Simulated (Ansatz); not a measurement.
# KMgF3 in the cubic perovskite structure (space group Pm-3m, No. 221)

```cif
data_F3KMg
_chemical_formula_sum 'K1 Mg1 F3'
_space_group_name_H-M_alt 'Pm-3m'
_space_group_IT_number 221
_space_group_name_Hall '-P 4 2 3'
_cell_length_a 4.05427
_cell_length_b 4.05427
_cell_length_c 4.05427
_cell_angle_alpha 90.000
_cell_angle_beta 90.000
_cell_angle_gamma 90.000
loop_
_atom_site_label
_atom_site_type_symbol
_atom_site_symmetry_multiplicity
_atom_site_Wyckoff_symbol
_atom_site_fract_x
_atom_site_fract_y
_atom_site_fract_z
_atom_site_occupancy
K1 K 1 b 0.50000 0.50000 0.50000 1
Mg1 Mg 1 a 0.00000 0.00000 0.00000 1
F1 F 3 d 0.00000 0.00000 0.50000 1
```

Calculations: Ansatz (an electronic-structure program), PBE, PAW, cutoff 420 eV, no spin-orbit coupling. k-mesh 8×8×8 (Γ-centred); smearing 0.05 eV (Fermi–Dirac).

- Volume per atom: 13.33 Å³
- Density: 3.00 g/cm³
- Band gap: 6.96 eV, indirect, R → Γ
- Electron mass: 0.52 mₑ
- Lowest conduction-band minima above the VBM: Γ 6.96 eV
- Total energy: -1178.947 eV/atom (σ→0; compares only within this code and set-up)

Masses are band curvatures over ±0.01 Å⁻¹ around the edge. Whether these cells are dynamically stable was not tested.
